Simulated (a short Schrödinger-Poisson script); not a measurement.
Structure: gated In0.52Al0.48As/In0.53Ga0.47As δ-doped gas in a quantum well, at 300 K.

| layer | material | thickness (nm) | Na (cm⁻³) |
|---|---|---|---|
| 1 | In0.52Al0.48As | 8 | - |
| 2 | In0.52Al0.48As | 20 | - |
| 3 | In0.53Ga0.47As | 8 | - |
| 4 | In0.52Al0.48As | 4000 | 6e15 |

Constants are typed, rounded textbook-type inputs, not results; the design itself was drawn at random and stands for no fabricated device. In0.52Al0.48As: permittivity 12.5, conduction-band edge (eV) 0.52, gap (eV) 1.45, electron mass (mₑ) 0.075, Nv at 300 K (cm⁻³) 1.1e19. In0.53Ga0.47As: permittivity 13.9, conduction-band edge (eV) 0, gap (eV) 0.74, Nv at 300 K (cm⁻³) 7.7e18.

Channel valleys (confinement mass, in-plane density-of-states mass, number): Γ 0.041, 0.041, 1. At the gate the conduction-band edge of layer 1 lies 0.65 eV − eVg above the Fermi level of the channel; the field vanishes at the back. Sheet of ionised δ-doping: +2.5e12 e/cm² at 8 nm from the gate. The barrier under the gate holds no holes. Gaps are held at their typed values at every temperature. Mesh 0.08 nm at interfaces.

From a short Schrödinger-Poisson script (our own, NumPy): 1D Poisson equation in equilibrium, electrons quantum, Hartree (BenDaniel-Duke, 40 states a valley, the channel's in-plane mass for all, wave functions free to enter the barrier), parabolic valleys, classical holes, full ionisation, no traps, pinning or gate leakage.

The same stack at other levels of the model or other numerical settings:

```
run                                                                  sheet density of all electrons at Vg = 0.4 V (cm⁻²)  sheet density of all electrons at Vg = -0.1 V (cm⁻²)  capacitance at Vg = 0.4 V (μF/cm²)  centroid of the channel electrons at Vg = 0.4 V (nm)  rough cost against the base
-------------------------------------------------------------------  ---------------------------------------------------  ----------------------------------------------------  ----------------------------------  ----------------------------------------------------  ---------------------------
base                                                                                                             7.65e11                                                4.77e9                               0.325                                                  3.71                      about 1
electrons treated as classical, Boltzmann                                                                        9.49e11                                               2.04e10                               0.369                                                  2.59                         0.03
electrons treated as classical, Fermi-Dirac                                                                      8.30e11                                               1.98e10                               0.331                                                  3.39                          0.1
electrons treated as quantum, Hartree plus LDA exchange-correlation                                              7.90e11                                                5.21e9                               0.329                                                  3.71                            1
mesh six times as coarse                                                                                         7.63e11                                                4.60e9                               0.326                                                  3.70                          0.2
one subband a valley                                                                                             7.63e11                                                4.77e9                               0.316                                                  3.71                          0.2
```

The classical rows ignore confinement, and Boltzmann statistics overrate the density once the band edge passes the Fermi level.
